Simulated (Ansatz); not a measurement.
Given:

```xyz
5
Lattice="3.8435 0.0000 0.0000 0.0000 3.8435 0.0000 0.0000 0.0000 3.8435" Properties=species:S:1:pos:R:3 pbc="T T T"
K      0.0000     0.0000     0.0000
Ta     1.9217     1.9217     1.9217
O      0.0000     1.9217     1.9217
O      1.9217     1.9217     0.0000
O      1.9217     0.0000     1.9217
```

No spin polarisation.

The values are results of Ansatz (a program for electronic structure) r2SCAN, without spin-orbit coupling, earlier PAW set, not measurements. k-mesh 8×8×8 (Γ-centred); smearing 0.05 eV (Fermi–Dirac).

Task: Predict the smallest direct gap.

Result: 3.49 eV.

Task: What is the computed band gap?

Result: 2.92 eV.

Task: Estimate the width of the top valence band.

Result: 1.20 eV.

Task: What is the computed gap character?

Result: Indirect, R → Γ.

With Ta present, leaving out spin-orbit coupling can change the band edges. Load acts through the strain it causes; cell and atoms are relaxed under it. Stability against distortions was not tested. Competing high-pressure phases were not computed. The cell was made from KTaO₃ in the cubic perovskite structure (space group Pm-3m, No. 221) by this change: pressure 30 GPa.
